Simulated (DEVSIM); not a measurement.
System: abrupt Si n-p junction, at 250 K.

Layer 1 from the left is Si, thickness (μm) 0.110, Nd (cm⁻³) 1.5e15, τn (s) 4.5e-5, τp (s) 4.5e-5. Layer 2 from the left is Si, thickness (μm) 0.760, Na (cm⁻³) 1.7e17, τn (s) 4.5e-5, τp (s) 4.5e-5.

Left contact: ohmic. Right contact: ohmic. Voltage is applied to the left contact. Recombination: SRH at mid-gap, radiative, Auger. Gap narrowing is on: ΔEg = 6.92 meV × (l + √(l² + 0.5)), l = ln(N/1.3e17 cm⁻³), shared equally by both band edges. Mobility is constant in doping.

This is a model device: material constants are rounded textbook-type values typed into the input, and sizes, dopings and lifetimes were drawn at random. Values at 300 K; Nc and Nv go as T^1.5, mobilities as T to minus their exponent, the gap by Varshni's rule with the affinity fixed.

Si: gap (eV) 1.124, affinity (eV) 4.05, permittivity 11.7, Nc (cm⁻³) 2.86e19, Nv (cm⁻³) 3.1e19, μn (cm²/Vs) 1417, μp (cm²/Vs) 470, T exponent of μn 2.3, T exponent of μp 2.2, B (cm³/s) 4.7e-15, Cn (cm⁶/s) 2.8e-31, Cp (cm⁶/s) 9.9e-32, Varshni α (eV/K) 0.000473, Varshni β (K) 636.

DEVSIM, 1D drift-diffusion, Boltzmann statistics, complete ionisation; no tunnelling, impact ionisation, image-force lowering or self-heating.

**Question.** What does the simulation give for the potential step across the device at zero bias, the largest field in the device at zero bias, the dark forward voltage at 1 A/cm²?

**Answer.** potential step across the device at zero bias 0.820 V; largest field in the device at zero bias 66000 V/cm; dark forward voltage at 1 A/cm² 0.545 V.
